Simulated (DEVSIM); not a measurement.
System: abrupt InP n-p junction, at 300 K.

```tsv
layer (left to right)	material	thickness (μm)	Nd (cm⁻³)	Na (cm⁻³)	τn (s)	τp (s)
1	InP	0.520	4.3e15	-	2.5e-8	2.5e-8
2	InP	270	-	1.1e17	7.5e-9	2.5e-8
```

Left contact: ohmic. Right contact: ohmic. Voltage is applied to the left contact. Recombination: SRH at mid-gap, radiative. Mobility is μmin + (μ − μmin)/(1 + (N/Nref)^α).

Constants are typed, rounded textbook-type inputs, not results; the design itself was drawn at random and stands for no fabricated device. Values at 300 K.

| parameter | InP |
|---|---|
| gap (eV) | 1.344 |
| affinity (eV) | 4.38 |
| permittivity | 12.5 |
| Nc (cm⁻³) | 5.7e17 |
| Nv (cm⁻³) | 1.1e19 |
| μn (cm²/Vs) | 5200 |
| μp (cm²/Vs) | 170 |
| μn,min | 400 |
| μp,min | 10 |
| Nref,n | 3e17 |
| Nref,p | 4.9e17 |
| αn | 0.47 |
| αp | 0.62 |
| B (cm³/s) | 1.2e-10 |

Simulated with DEVSIM: 1D drift-diffusion, Boltzmann statistics, complete ionisation; no tunnelling, impact ionisation, image-force lowering or self-heating.

Problem. Tabulate band edges, carrier densities and field at zero bias.

Solution. Energies count from the Fermi level of the right contact; mesh points crowd at the junctions.

```
x (μm)   Ec (eV)  Ev (eV)  n (cm⁻³)  p (cm⁻³)  field (V/cm)
-------  -------  -------  --------  --------  ------------
0.000      0.126   -1.218    4.3e15     < 1e2          5900
0.03793    0.150   -1.194    1.7e15     < 1e2          6700
0.1300     0.233   -1.111    7.1e13     < 1e2         12000
0.3253     0.578   -0.766     1.1e8   1500000         24000
0.4788     1.016   -0.328     < 1e2    3.4e13         33000
0.5187     1.154   -0.190     < 1e2    7.2e15         37000
0.5574     1.220   -0.124     < 1e2    9.0e16          3900
0.7226     1.225   -0.119     < 1e2    1.1e17           ≈ 0
1.099      1.225   -0.119     < 1e2    1.1e17           ≈ 0
2.103      1.225   -0.119     < 1e2    1.1e17           ≈ 0
4.776      1.225   -0.119     < 1e2    1.1e17           ≈ 0
16.30      1.225   -0.119     < 1e2    1.1e17           ≈ 0
42.58      1.225   -0.119     < 1e2    1.1e17           ≈ 0
112.6      1.225   -0.119     < 1e2    1.1e17           ≈ 0
225.7      1.225   -0.119     < 1e2    1.1e17           ≈ 0
253.7      1.225   -0.119     < 1e2    1.1e17           ≈ 0
264.5      1.225   -0.119     < 1e2    1.1e17           ≈ 0
268.3      1.225   -0.119     < 1e2    1.1e17           ≈ 0
269.9      1.225   -0.119     < 1e2    1.1e17           ≈ 0
270.3      1.225   -0.119     < 1e2    1.1e17           ≈ 0
270.5      1.225   -0.119     < 1e2    1.1e17           ≈ 0
270.5      1.225   -0.119     < 1e2    1.1e17           ≈ 0
```
